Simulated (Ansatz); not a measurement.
Given:

```xyz
4
Lattice="2.0679 1.1939 7.2633 -2.0679 1.1939 7.2633 0.0000 -2.3878 7.2633" Properties=species:S:1:pos:R:3 pbc="T T T"
Cd     0.0000     0.0000    19.4033
Cd     0.0000     0.0000     1.1074
Se     0.0000     0.0000     7.1987
Se     0.0000     0.0000     3.7183
```

No spin polarisation.

Level of theory: r2SCAN+rVV10 (Ansatz, an electronic-structure program), no spin-orbit coupling, earlier PAW set. Settings: 9×9×9 k-points, 0.05 eV Fermi–Dirac smearing.

Q: Predict the width of the top valence band, band gap, smallest direct gap and gap character.

A: 
```json
{
  "width_of_the_top_valence_band": "1.23 eV",
  "band_gap": "0.38 eV",
  "smallest_direct_gap": "0.67 eV",
  "gap_character": "indirect, T → Γ"
}
```

Stability against distortions was not tested. The cell was made from InSe by this change: In → Cd; the result is a hypothetical phase, not in the database extracts checked.
